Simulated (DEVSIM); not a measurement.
System: abrupt GaAs n-p junction, at 400 K.

```csv
layer (left to right),material,thickness (μm),Nd (cm⁻³),Na (cm⁻³),τn (s),τp (s)
1,GaAs,30.0,1.1e17,-,3.7e-10,3.7e-10
2,GaAs,190,-,2.7e14,3.7e-10,3.7e-10
```

Left contact: ohmic. Right contact: ohmic. Voltage is applied to the left contact. Recombination: SRH at mid-gap, Auger. Mobility is μmin + (μ − μmin)/(1 + (N/Nref)^α).

The device is made up for the run: typed textbook-type constants, with dimensions and the other settings drawn at random. Values at 300 K; Nc and Nv go as T^1.5, mobilities as T to minus their exponent, the gap by Varshni's rule with the affinity fixed.

```
parameter             GaAs
----------------  --------
gap (eV)             1.424
affinity (eV)         4.07
permittivity          12.9
Nc (cm⁻³)           4.7e17
Nv (cm⁻³)             9e18
μn (cm²/Vs)           8500
μp (cm²/Vs)            400
μn,min                 500
μp,min                  20
Nref,n                6e16
Nref,p              1.5e17
αn                    0.39
αp                    0.38
T exponent of μn       2.1
T exponent of μp       2.2
Cn (cm⁶/s)           1e-30
Cp (cm⁶/s)           1e-30
Varshni α (eV/K)  0.000541
Varshni β (K)          204
```

Simulated with DEVSIM: 1D drift-diffusion, Boltzmann statistics, complete ionisation; no tunnelling, impact ionisation, image-force lowering or self-heating.

Base results: potential step across the device at zero bias (V) 0.939; largest field in the device at zero bias (V/cm) 21000.

### Question
What follows from this one change: temperature 400 → 500 K?

### Answer
potential step across the device at zero bias 0.939 → 0.751 V; largest field in the device at zero bias 21000 → 23000 V/cm.

### Question
What follows from this one change: doping Na of layer 2 2.7e+14 → 2.7e+13 cm^-3?

### Answer
potential step across the device at zero bias 0.939 → 0.859 V; largest field in the device at zero bias little changed (20000 V/cm).
